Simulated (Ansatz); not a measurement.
The cell is built on a prototype and need not be the phase stable at ambient conditions.

By r2SCAN, the system below comes out a metal.

Without scattering a metal conducts by its projected Fermi surface.

Here is the system:

```yaml
crystal:
  lattice:
    - [3.31875, 0.00000, 0.00000]
    - [0.00000, 6.22335, 0.00000]
    - [0.00000, 3.11168, 1.79653]
  atoms:
    - { symbol: B, position: [0.00000, 0.00000, 0.00000] }
    - { symbol: Bi, position: [0.50000, 0.33333, 0.00000] }
```

Space group of this cell: P-6m2. The cell was relaxed by PBE-D3(BJ); by r2SCAN its mean pressure is 2.4 GPa.

The current flows along the normal of the first two printed cell vectors. No spin-orbit coupling; the value is a mean over 0.1 eV about the Fermi level.

Task: Compute, with r2SCAN run with Ansatz (a quantum-chemistry and plane-wave program), the ballistic conductance per area.

Result: 0.94 × 10¹⁵ S/m² for both spins.
